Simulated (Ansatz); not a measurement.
By PBEsol, the system below comes out a metal.

The ballistic (Sharvin) conductance counts the channels at the Fermi level: G/A = (e²/h) × channels of both spins per area.

```yaml
crystal:
  lattice:
    - [4.04424, 0.00000, 0.00000]
    - [-2.02212, 3.50242, 0.00000]
    - [2.02212, 1.16747, 1.65105]
  atoms:
    - { symbol: Al, position: [0.00000, 0.50000, 0.50000] }
    - { symbol: Ni, position: [0.00000, 0.00000, 0.00000] }
```

The cell is taken as given.

The current flows along the normal of the first two printed cell vectors, the (111) plane of the conventional cell. No spin-orbit coupling; the value is a mean over 0.1 eV about the Fermi level.

Give the ballistic conductance per area that PBEsol (Ansatz, a quantum-chemistry and plane-wave program) yields.

1.1 × 10¹⁵ S/m² for both spins.
